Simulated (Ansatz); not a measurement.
What isotropic strain −0.50 % does to GaSb

The parent structure is GaSb in the zinc blende structure (space group F-43m, No. 216; a = 6.049 Å).

One thing is altered: the cell is scaled by 0.9950 in all directions, atoms relaxed at fixed cell.

The values are results of Ansatz (a first-principles code) LDA, no spin-orbit coupling, not measurements. Γ-centred 13×13×13 mesh, Fermi–Dirac width 0.05 eV.

The volume per atom drops by 0.41 Å³, from 27.66 Å³ to 27.25 Å³ and the shortest interatomic distance falls by 0.013 Å, from 2.619 Å to 2.606 Å. The energy rises by 1.1 meV/atom and the band gap rises by 0.11 eV, from 0.07 eV to 0.18 eV (uncertain: the Fermi level lies in a band; the base alone).

Final structure:

```xyz
2
Lattice="0.0000 3.0093 3.0093 3.0093 0.0000 3.0093 3.0093 3.0093 0.0000" Properties=species:S:1:pos:R:3 pbc="T T T"
Ga     0.0000     0.0000     0.0000
Sb     1.5046     1.5046     1.5046
```

With Sb present, leaving out spin-orbit coupling can change the band edges. Whether these cells are dynamically stable was not tested. A zero or small gap of GaSb can be the functional's error rather than a property of the material.
